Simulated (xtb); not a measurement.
xtb 6.7.1, GFN2-xTB: Ta(SH)4(OSiH3) ([SiH3][O][Ta]([SH])([SH])([SH])[SH]), 14 atoms. The geometry is a generated start, not checked to be a minimum at this level.

```yaml
method: GFN2-xTB
"--acc": 1 (default)
"--etemp (K)": 300 (default)
detailed input (--input): "none: ANC optimiser, Lindh (1995) Hessian, microcycle=20, maxdispl=1.0, hlow=0.01 (default)"
basis_functions: 71
valence_electrons: 46
```

```xyz
14

Ta    -0.9151    -0.2623     0.2013
S     -0.3856    -2.0768     1.7421
H      0.8994    -1.8150     1.9345
S     -3.2270    -0.8574     0.1691
H     -3.7321    -0.3514    -0.9440
S     -1.3775     1.8794     1.2844
H     -0.1366     2.3403     1.3772
S     -0.7493    -0.5538    -2.2450
H     -1.8849    -1.1935    -2.5047
O      0.8432     0.2260     0.0758
Si     2.3934     0.6000    -0.2283
H      3.1534    -0.5237     0.3288
H      2.6223     1.8591     0.4885
H      2.4964     0.7290    -1.6797
```

Charge 0 and multiplicity 1 are set for this test and not shown to be the ground state.

The structure is relaxed from this start with --opt LEVEL for the levels crude, sloppy, loose, lax, normal, tight, vtight, extreme, once each. Up to the end of the extreme run atoms move by at most 2.5 Å along an axis.

Q: Which level is enough to come within 20 meV of the tightest end point?

A: tight: 97 cycles against 203, ending 2.8 meV above.

```json
[
 {"level": "crude", "cycles": "1", "energy above the extreme run (meV)": "82", "gradient norm (eV/Å)": "0.12"},
 {"level": "sloppy", "cycles": "1", "energy above the extreme run (meV)": "82", "gradient norm (eV/Å)": "0.12"},
 {"level": "loose", "cycles": "1", "energy above the extreme run (meV)": "82", "gradient norm (eV/Å)": "0.12"},
 {"level": "lax", "cycles": "1", "energy above the extreme run (meV)": "82", "gradient norm (eV/Å)": "0.12"},
 {"level": "normal", "cycles": "6", "energy above the extreme run (meV)": "81", "gradient norm (eV/Å)": "0.051"},
 {"level": "tight", "cycles": "97", "energy above the extreme run (meV)": "2.8", "gradient norm (eV/Å)": "0.045"},
 {"level": "vtight", "cycles": "198", "energy above the extreme run (meV)": "0.010", "gradient norm (eV/Å)": "0.015"},
 {"level": "extreme", "cycles": "203", "energy above the extreme run (meV)": "—", "gradient norm (eV/Å)": "0.014"}
]
```
